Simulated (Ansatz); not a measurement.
We consider MoPt2 (Immm, No. 71), described by LDA (Ansatz, a program for electronic structure, plane waves, PAW).

Run with plane-wave cutoff 520 eV, 24×24×24 k mesh, Fermi–Dirac smearing 0.05 eV, no spin polarisation, scalar-relativistic PAW data made under PBE.

Shape and atoms are relaxed at each volume.

Pressure at four volumes; x = ln(V/14.613 Å³). One pressure is withheld.

```json
[
 {"V (Å³/atom)": "14.029", "x": "-0.0408", "P (GPa)": "?"},
 {"V (Å³/atom)": "14.321", "x": "-0.0202", "P (GPa)": "6.84"},
 {"V (Å³/atom)": "14.613", "x": "0.0000", "P (GPa)": "0.00"},
 {"V (Å³/atom)": "15.198", "x": "0.0393", "P (GPa)": "-11.45"}
]
```

Q: Pass a parabola P(x) through the three rows shown, estimate the bulk modulus and its pressure derivative near zero pressure, and predict the withheld pressure.

A: Slopes between the rows: (0.00 − (6.84))/(0.0000 − (-0.0202)) = -338.61 and (-11.45 − (0.00))/(0.0393 − (0.0000)) = -291.35 GPa. Their difference over the span 0.0595 is c = 47.26/0.0595 = 794.3 GPa, so P(x) = 6.84 + (-338.61)(x − (-0.0202)) + 794.3 (x − (-0.0202))(x − (0.0000)). At the middle row B = −dP/dx = −[-338.61 + 794.3 × 0.0202] = 322.6 GPa, and B′ = dB/dP = 2c/B = 4.9. At x = -0.0408 the parabola gives 14.48 GPa; the run gives 14.54 GPa. The Birch–Murnaghan fit to the energies at all volumes has B0 = 322 GPa and B′ = 5.0.

Note: the relaxation could not lower the start's symmetry, so the cell can be a saddle point above a distorted one.

Spin–orbit coupling is not included.
